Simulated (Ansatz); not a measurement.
**CaMoO4 (I4₁/a, No. 88): properties by level of theory**

```json
[
 {"level (code)": "PBEsol (Ansatz)", "lattice constant a (Å)": "5.205", "c axis length (Å)": "11.307", "formation enthalpy (eV/atom)": "(withheld)"},
 {"level (code)": "r²SCAN (Ansatz)", "lattice constant a (Å)": "(withheld)", "c axis length (Å)": "(withheld)", "formation enthalpy (eV/atom)": "(withheld)"},
 {"level (code)": "r²SCAN-D4 (Ansatz)", "lattice constant a (Å)": "(withheld)", "c axis length (Å)": "(withheld)", "formation enthalpy (eV/atom)": "(withheld)"}
]
```

**Question.** Complete the blanks.

**Answer.** 
- PBEsol (Ansatz, an electronic-structure program), formation enthalpy (eV/atom): -2.591
- r²SCAN (Ansatz), lattice constant a (Å): 5.226
- r²SCAN (Ansatz), c axis length (Å): 11.380
- r²SCAN (Ansatz), formation enthalpy (eV/atom): -2.755
- r²SCAN-D4 (Ansatz), lattice constant a (Å): 5.209
- r²SCAN-D4 (Ansatz), c axis length (Å): 11.332
- r²SCAN-D4 (Ansatz), formation enthalpy (eV/atom): -2.788

Caveats: a distance lies near a switch of the dispersion term, which can move the cell (r²SCAN-D4). Ansatz's density-functional and Hartree–Fock values are scalar-relativistic unless marked +SOC, with PAW data made under PBE.

Static lattice: no zero-point or thermal effects.
